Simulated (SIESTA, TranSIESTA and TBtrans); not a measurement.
Run with TranSIESTA and TBtrans (open boundaries, self-consistent; PseudoDojo norm-conserving potentials, scalar-relativistic): Spin polarized, PAO.BasisSize DZP, PAO.EnergyShift 0.15 eV, XC.Authors PBE, Mesh.Cutoff 200 Ry, ElectronicTemperature 300 K, TS.Voltage 0.0 eV, TBT.Elecs.Eta 0.001 eV.

Junction: Ru chain with one S atom inserted. Leads: straight Ru chain, spacing 2.385 Å. Geometry: as built, not relaxed.

Task: Give the largest eigenchannel transmissions at the Fermi level (four at most) and the total.

Result: Up: 1.00, 1.00, 0.66, 0.0030 (total 2.66); down: 0.87, 0.87, 0.77, 0.021 (total 2.56). The magnetic order of the leads was set by the start, and no other order was tried; the separate lead runs end at 1.62 (left) and 1.62 (right) μB an atom. The straight chain is held at its spacing; free chains may zigzag or dimerise.
